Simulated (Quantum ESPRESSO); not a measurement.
Input and output of a self-consistent single point for WSi2 (P1, 3 atoms in the cell) (Quantum ESPRESSO).

Level of theory: PBE, GBRV 1.5 ultrasoft (PBE) pseudopotentials (plane waves; Quantum ESPRESSO).

The change in words: lattice scaled by 0.98. Reference geometry:
```xyz
3
Lattice="-1.6050 1.6050 3.9150 1.6050 -1.6050 3.9150 1.6050 1.6050 -3.9150" Properties=species:S:1:pos:R:3 pbc="T T T"
Si    -0.0071     0.0057     5.1910
Si    -0.0267    -0.0617     2.6902
W      0.0338     0.0560    -0.0512
```

Reference input (self-consistent single point, DFT, PBE, plane waves, GBRV 1.5 ultrasoft (PBE) pseudopotentials): ecutwfc = 40 Ry; ecutrho = 320 Ry; occupations = smearing; smearing = gauss; degauss = 0.0099958 Ry; potentials = {Si: si_pbe_v1.uspp.F.UPF, W: w_pbe_v1.2.uspp.F.UPF}; K_POINTS = automatic 7 7 9 0 0 0; conv_thr = 1e-10 Ry. This run's input differs from it in these lines:

```diff
@@ -25,9 +25,9 @@
 CELL_PARAMETERS {angstrom}
-  -1.605000000     1.605000000     3.915000000
-   1.605000000    -1.605000000     3.915000000
-   1.605000000     1.605000000    -3.915000000
+  -1.572900000     1.572900000     3.836700000
+   1.572900000    -1.572900000     3.836700000
+   1.572900000     1.572900000    -3.836700000
 ATOMIC_POSITIONS {angstrom}
-Si   -0.007058790    0.005691330    5.191031610
-Si   -0.026747325   -0.061720275    2.690164845
-W     0.033807720    0.056027340   -0.051192540
+Si   -0.006917614    0.005577503    5.087210978
+Si   -0.026212379   -0.060485869    2.636361548
+W     0.033131566    0.054906793   -0.050168689
 K_POINTS {automatic}
```

Log, with long lists cut:

```
     Self-consistent Calculation

     iteration #  1     ecut=    40.00 Ry     beta= 0.70

     Threshold (ethr) on eigenvalues was too large:
     Diagonalizing with lowered threshold

     negative rho (up, down):  6.478E-02 0.000E+00

     total energy              =    -178.36842617 Ry
     estimated scf accuracy    <       0.04826504 Ry

     iteration #  2     ecut=    40.00 Ry     beta= 0.70

     negative rho (up, down):  6.609E-02 0.000E+00

     total energy              =    -178.37359037 Ry
     estimated scf accuracy    <       0.00594416 Ry

     iteration #  3     ecut=    40.00 Ry     beta= 0.70

     negative rho (up, down):  6.632E-02 0.000E+00

     total energy              =    -178.37479722 Ry
     estimated scf accuracy    <       0.00283813 Ry

   [... 5 blocks of this kind left out ...]

     iteration #  9     ecut=    40.00 Ry     beta= 0.70

     negative rho (up, down):  6.629E-02 0.000E+00

     total energy              =    -178.37551021 Ry
     estimated scf accuracy    <          1.0E-10 Ry

     iteration # 10     ecut=    40.00 Ry     beta= 0.70

     negative rho (up, down):  6.629E-02 0.000E+00
     End of self-consistent calculation

     Number of k-points >= 100: set verbosity='high' to print the bands.

     the Fermi energy is    17.9343 ev

!    total energy              =    -178.37551021 Ry
     estimated scf accuracy    <          2.8E-12 Ry
     smearing contrib. (-TS)   =      -0.00012235 Ry
     internal energy E=F+TS    =    -178.37538786 Ry

     convergence has been achieved in  10 iterations

     negative rho (up, down):  6.629E-02 0.000E+00

     Forces acting on atoms (cartesian axes, Ry/au):

     atom    1 type  1   force =     0.00727425    0.00391848    0.02527363
     atom    2 type  1   force =     0.02537755    0.05086533   -0.08373837
     atom    3 type  2   force =    -0.03265181   -0.05478381    0.05846475

     Total force =     0.135779     Total SCF correction =     0.000002

     negative rho (up, down):  6.629E-02 0.000E+00
          total   stress  (Ry/bohr**3)                   (kbar)     P=      221.98
   0.00148441   0.00009750  -0.00007352          218.36       14.34      -10.82
   0.00009750   0.00143224  -0.00014998           14.34      210.69      -22.06
  -0.00007352  -0.00014998   0.00161025          -10.82      -22.06      236.88

   JOB DONE.
```

The run converged in 10 iterations. Against the reference run the free energy rises by 73.2 meV/atom, the pressure goes from 5.43 to 22.20 GPa and the largest force goes from 2.052 to 2.602 eV/Å.

The starting cell has typed, rounded lattice constants, without a prior relaxation at this level. Its atoms were displaced at random from the sites of space group no. 139. For this run, on top of that: lattice scaled by 0.98. Spin polarisation is off. With a pressure of about 22 GPa the cell is away from its equilibrium volume at this level. Forces in this geometry exceed 1 eV/Å.

Cost on one core of a shared machine: roughly 5 min.
